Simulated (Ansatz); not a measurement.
Levels about the gap of amorphous In24O39W (64 atoms in a cell of 896 Å³, 6.60 g/cm³; zone centre alone, so wide bands show as single levels with stretches between that a denser mesh fills), at the geometry that PBE relaxed, where it gives 0.1 GPa on a denser mesh. The participation number counts the atoms over which a state spreads; weights are charges in smoothed Voronoi cells. The levels come from a single point, so bond lengths are those of that geometry. Method of the levels: r2SCAN, scalar-relativistic without spin-orbit coupling (Ansatz, a quantum-chemistry and plane-wave program). Sampling: the zone centre alone; Fermi-Dirac width 0.02 eV; no spin polarisation. At PBE the levels at the filled edge of the gap are localised (band-tail or defect states).

It comes from a melt-quench run on a machine-learned potential (CHGNet), relaxed afterwards by DFT. O atoms were pushed apart under 1.9 Å during the dynamics, to hinder bonds among them. The hot cell started wider than the set density and was brought back towards it in steps. It is the lowest in DFT energy of 2 quenches. It is a model cell: composition and starting density were chosen by hand, and all elements were melted together. No dispersion term was used. Its density started from a set value of 6.53 and ended at 6.60 g/cm³. The simulated quench (nominally 280 K/ps over its main leg) is rapid and tends to freeze in more defects than a deposited or slowly cooled glass has. A cell of this size samples the disorder only roughly. Volume and shape were free in the relaxation.

```csv
"E - E(highest filled), eV",filling,participation number,largest on,weight O,weight W,weight In
-0.27,filled,18.4,"O, 3 neighbours",0.94,0.00,0.05
-0.26,filled,18.5,"O, 3 neighbours",0.94,0.00,0.06
-0.23,filled,18.1,"O, 3 neighbours",0.95,0.00,0.05
-0.13,filled,11.9,"O, 3 neighbours",0.94,0.00,0.05
-0.08,filled,13.5,"O, 3 neighbours",0.94,0.01,0.05
-0.04,filled,13.0,"O, 4 neighbours",0.94,0.00,0.06
0.00,filled,9.8,"O, 3 neighbours",0.95,0.00,0.05
1.11,empty,59.7,"In, 5 neighbours",0.54,0.01,0.46
2.96,empty,5.2,"W, 6 neighbours",0.40,0.42,0.18
3.12,empty,3.7,"W, 6 neighbours",0.40,0.50,0.10
3.55,empty,4.5,"W, 6 neighbours",0.44,0.45,0.12
3.79,empty,28.1,"In, 5 neighbours",0.59,0.01,0.40
4.15,empty,36.0,"W, 6 neighbours",0.57,0.06,0.36
4.20,empty,30.4,"W, 6 neighbours",0.55,0.10,0.34
```

Most localised among these is the empty level at +3.12 eV, on a W atom, which has 6 neighbours (O 1.90 Å, O 1.90 Å, O 1.93 Å, O 1.96 Å, O 1.96 Å, O 2.00 Å).
